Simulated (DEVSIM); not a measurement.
# abrupt GaAs n-p junction

System: abrupt GaAs n-p junction, at 300 K.

```
layer (left to right)  material  thickness (μm)  Nd (cm⁻³)  Na (cm⁻³)  τn (s)   τp (s)
---------------------  --------  --------------  ---------  ---------  ------  -------
1                          GaAs            2.60     2.3e15          -  1.7e-9  1.7e-10
2                          GaAs             280          -     2.7e15  1.7e-9   1.7e-9
```

Left contact: ohmic. Right contact: ohmic. Voltage is applied to the left contact. Recombination: SRH at mid-gap, radiative, Auger. Mobility is μmin + (μ − μmin)/(1 + (N/Nref)^α).

Constants are typed, rounded textbook-type inputs, not results; the design itself was drawn at random and stands for no fabricated device. Values at 300 K.

```tsv
parameter	GaAs
gap (eV)	1.424
affinity (eV)	4.07
permittivity	12.9
Nc (cm⁻³)	4.7e17
Nv (cm⁻³)	9e18
μn (cm²/Vs)	8500
μp (cm²/Vs)	400
μn,min	500
μp,min	20
Nref,n	6e16
Nref,p	1.5e17
αn	0.39
αp	0.38
B (cm³/s)	2e-10
Cn (cm⁶/s)	1e-30
Cp (cm⁶/s)	1e-30
```

Simulated with DEVSIM: 1D drift-diffusion, Boltzmann statistics, complete ionisation; no tunnelling, impact ionisation, image-force lowering or self-heating.

```yaml
potential_step_across_the_device_at_zero_bias: 1.077 V
largest_field_in_the_device_at_zero_bias: 19000 V/cm
Dark forward voltage at 1 A/cm²: 1.121 V
```

Small-signal capacitance in reverse bias (quasi-static):

```
V (V)  C (nF/cm²)
-----  ----------
0.1          10.1
0.25         9.44
0.5          8.63
0.75         8.00
1            7.49
1.5          6.71
2            6.13
2.5          5.68
3.25         5.16
4            4.76
5            4.34
```

Dark reverse current:

| V (V) | J (A/cm²) |
|---|---|
| 0.10 | 1.7e-9 |
| 0.25 | 2.9e-9 |
| 0.50 | 4.6e-9 |
| 0.75 | 6.2e-9 |
| 1.00 | 7.7e-9 |
| 1.50 | 1.0e-8 |
| 2.00 | 1.3e-8 |
| 2.50 | 1.5e-8 |
| 3.25 | 1.8e-8 |
| 4.00 | 2.1e-8 |
| 5.00 | 2.5e-8 |
